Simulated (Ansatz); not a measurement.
An Ansatz (a first-principles code) input for GaN (zinc blende start, 32-atom cell) (held in this type by symmetry, stable or not):

Ansatz 0.2 input:
```yaml
crystal:
  lattice:
    - [-4.55, 4.55, 4.55]
    - [4.55, -4.55, 4.55]
    - [4.55, 4.55, -4.55]
  atoms:
    - { symbol: Ga, position: [0.0, 0.25, 0.75] }
    - { symbol: Ga, position: [0.0, 0.5, 0.5] }
    - { symbol: Ga, position: [0.0, 0.75, 0.25] }
    - { symbol: Ga, position: [0.25, 0.0, 0.75] }
    - { symbol: Ga, position: [0.0, 0.0, 0.0] }
    - { symbol: Ga, position: [0.25, 0.25, 0.5] }
    - { symbol: Ga, position: [0.25, 0.5, 0.25] }
    - { symbol: Ga, position: [0.5, 0.75, 0.75] }
    - { symbol: Ga, position: [0.25, 0.75, 0.0] }
    - { symbol: Ga, position: [0.5, 0.0, 0.5] }
    - { symbol: Ga, position: [0.5, 0.25, 0.25] }
    - { symbol: Ga, position: [0.75, 0.5, 0.75] }
    - { symbol: Ga, position: [0.5, 0.5, 0.0] }
    - { symbol: Ga, position: [0.75, 0.75, 0.5] }
    - { symbol: Ga, position: [0.75, 0.0, 0.25] }
    - { symbol: Ga, position: [0.75, 0.25, 0.0] }
    - { symbol: N, position: [0.25, 0.5, 0.0] }
    - { symbol: N, position: [0.25, 0.75, 0.75] }
    - { symbol: N, position: [0.25, 0.0, 0.5] }
    - { symbol: N, position: [0.5, 0.25, 0.0] }
    - { symbol: N, position: [0.25, 0.25, 0.25] }
    - { symbol: N, position: [0.5, 0.5, 0.75] }
    - { symbol: N, position: [0.5, 0.75, 0.5] }
    - { symbol: N, position: [0.75, 0.0, 0.0] }
    - { symbol: N, position: [0.5, 0.0, 0.25] }
    - { symbol: N, position: [0.75, 0.25, 0.75] }
    - { symbol: N, position: [0.75, 0.5, 0.5] }
    - { symbol: N, position: [0.0, 0.75, 0.0] }
    - { symbol: N, position: [0.75, 0.75, 0.25] }
    - { symbol: N, position: [0.0, 0.0, 0.75] }
    - { symbol: N, position: [0.0, 0.25, 0.5] }
    - { symbol: N, position: [0.0, 0.5, 0.25] }
basis:
  ecutwfc: 420
  ecutrho_ratio: 4
  xc_grid: 2
kpoints:
  mp_grid: { grid: [3, 3, 3] }
hamiltonian:
  xc: pbe
  dispersion: none
  pseudopotentials: { kind: paw }
scf:
  n_extra_bands: 21
  occupations: { method: fermi_dirac, width: 0.01 }
output:
  forces: true
  stress: true
  eigenstates:
    kpoints:
      - [0.0, 0.0, 0.0]
      - [-0.5, -0.5, -0.5]
      - [-0.15, 0.15, -0.15]
      - [0.15, -0.15, -0.15]
    e_range: [-4.0, 6.0]
    localisation: true
relax:
  f_tol: 0.03
  max_steps: 90
  cell: { stress_tol: 0.15 }
```

Level of theory: PBE (plane waves to 420 eV, PAW; Ansatz). Scalar-relativistic, without spin–orbit coupling. Its k-point mesh 3×3×3, Fermi–Dirac width 0.01 eV.

Task: Write the closing report of this run, without the band table and long remarks, to eight decimals at most.

Result: 
```
SCF converged after 3 iterations
Free energy (F): -66686.522869 eV
Harris-Foulkes:  -66686.522869 eV  (|F-HF|=0.00e0)
Internal energy: -66686.522869 eV  (E = F + TS)
E sigma→0 (E₀):  -66686.522869 eV
Fermi energy:    10.007861 eV
--- Per-component energies (eV) ---
  E_band       = -197.587043
  E_kinetic    = 3935.783216
  E_local      = -31547.828762  (includes V_loc(G=0)·N_el)
  E_nonlocal   = 7587.736416
  E_hartree    = 14481.620671
  E_xc         = -2054.385730
  E_vxc        = -2137.643119  (∫ρ·V_xc dr)
  E_paw        = -33925.200369  (= ΣΔE_a)
  E_vpaw       = -6998.874834  (= ΣTr[D̂ρ^β])
  E_aug_tail   = 0.000503  (compensation charges beyond the density's cutoff)
  E_ewald      = -25164.248814
  E_smearing   = 0.000000  (= −TS)
  E_closure    = 0.000000  (closes the sum)
  Σ components = -66686.522869   (vs F -66686.522869, Δ=0.00e0)
--- Forces (eV/Å), atoms counted from 1 ---
  atom   1  Ga     0.00000000     0.00000000     0.00000000
  atom   2  Ga     0.00000000    0.00000000     0.00000000
  atom   3  Ga     0.00000000    0.00000000     0.00000000
  atom   4  Ga    0.00000000     0.00000000     0.00000000
  atom   5  Ga     0.00000000    0.00000000     0.00000000
  atom   6  Ga    0.00000000    0.00000000     0.00000000
  atom   7  Ga    0.00000000    0.00000000     0.00000000
  atom   8  Ga    0.00000000    0.00000000     0.00000000
  atom   9  Ga    0.00000000     0.00000000     0.00000000
  atom  10  Ga    0.00000000    0.00000000     0.00000000
  atom  11  Ga    0.00000000    0.00000000     0.00000000
  atom  12  Ga     0.00000000    0.00000000     0.00000000
  atom  13  Ga    0.00000000     0.00000000    0.00000000
  atom  14  Ga     0.00000000     0.00000000     0.00000000
  atom  15  Ga     0.00000000     0.00000000     0.00000000
  atom  16  Ga     0.00000000    0.00000000     0.00000000
  atom  17  N      0.00000000     0.00000000    0.00000000
  atom  18  N      0.00000000    0.00000000    0.00000000
  atom  19  N      0.00000000    0.00000000    0.00000000
  atom  20  N      0.00000000    0.00000000     0.00000000
  atom  21  N      0.00000000     0.00000000    0.00000000
  atom  22  N      0.00000000     0.00000000    0.00000000
  atom  23  N      0.00000000     0.00000000     0.00000000
  atom  24  N      0.00000000     0.00000000    0.00000000
  atom  25  N      0.00000000    0.00000000    0.00000000
  atom  26  N      0.00000000    0.00000000    0.00000000
  atom  27  N      0.00000000    0.00000000    0.00000000
  atom  28  N      0.00000000     0.00000000    0.00000000
  atom  29  N      0.00000000     0.00000000     0.00000000
  atom  30  N      0.00000000    0.00000000     0.00000000
  atom  31  N      0.00000000     0.00000000    0.00000000
  atom  32  N      0.00000000     0.00000000     0.00000000
  max |Σ_I F_I| component: 2.34e-17 eV/Å
--- Stress (GPa, compression-positive) ---
       -0.069438      0.000000      0.000000
        0.000000      -0.069438       0.000000
       0.000000      0.000000      -0.069438
  P = ⅓ Tr σ = -0.0694 GPa (-0.694 kbar)
--- Relaxed structure (2 steps of the walk, 2 accepted, 1 SCFs on fresh bases) ---
  F+E_penalty+E_count = -66686.52286914 eV   max|allowed force component| = 4.087e-18 eV/Å   (the final SCF, on the basis selected at the relaxed cell)
  cell:  # Å, volume = 376.5467 Å³
    - [-4.54903864, 4.54903864, 4.54903864]
    - [4.54903864, -4.54903864, 4.54903864]
    - [4.54903864, 4.54903864, -4.54903864]
  atoms:
    - { symbol: Ga, position: [0.0, 0.25, 0.75000000] }
    - { symbol: Ga, position: [0.0, 0.50000000, 0.50000000] }
    - { symbol: Ga, position: [0.0, 0.75000000, 0.25] }
    - { symbol: Ga, position: [0.25, 0.0, 0.75000000] }
    - { symbol: Ga, position: [0.0, 0.0, 0.0] }
    - { symbol: Ga, position: [0.25000000, 0.25000000, 0.50000000] }
    - { symbol: Ga, position: [0.25000000, 0.50000000, 0.25000000] }
    - { symbol: Ga, position: [0.5, 0.75, 0.75000000] }
    - { symbol: Ga, position: [0.25, 0.75000000, 0.0] }
    - { symbol: Ga, position: [0.50000000, 0.0, 0.50000000] }
    - { symbol: Ga, position: [0.50000000, 0.25000000, 0.25000000] }
    - { symbol: Ga, position: [0.75, 0.5, 0.75000000] }
    - { symbol: Ga, position: [0.50000000, 0.50000000, 0.0] }
    - { symbol: Ga, position: [0.75000000, 0.75000000, 0.50000000] }
    - { symbol: Ga, position: [0.75000000, 0.0, 0.25] }
    - { symbol: Ga, position: [0.75000000, 0.25, 0.0] }
    - { symbol: N, position: [0.25000000, 0.50000000, 0.0] }
    - { symbol: N, position: [0.25000000, 0.75000000, 0.75000000] }
    - { symbol: N, position: [0.25000000, 0.0, 0.50000000] }
    - { symbol: N, position: [0.50000000, 0.25000000, 0.0] }
    - { symbol: N, position: [0.25000000, 0.25000000, 0.25000000] }
    - { symbol: N, position: [0.5, 0.5, 0.75000000] }
    - { symbol: N, position: [0.5, 0.75, 0.5] }
    - { symbol: N, position: [0.75000000, 0.0, 0.0] }
    - { symbol: N, position: [0.50000000, 0.0, 0.25000000] }
    - { symbol: N, position: [0.75000000, 0.25000000, 0.75000000] }
    - { symbol: N, position: [0.75, 0.5, 0.5] }
    - { symbol: N, position: [0.0, 0.75000000, 0.0] }
    - { symbol: N, position: [0.75000000, 0.75000000, 0.25000000] }
    - { symbol: N, position: [0.0, 0.0, 0.75000000] }
    - { symbol: N, position: [0.0, 0.25000000, 0.50000000] }
    - { symbol: N, position: [0.0, 0.50000000, 0.25000000] }
```

Cost: very roughly 120 core-seconds.
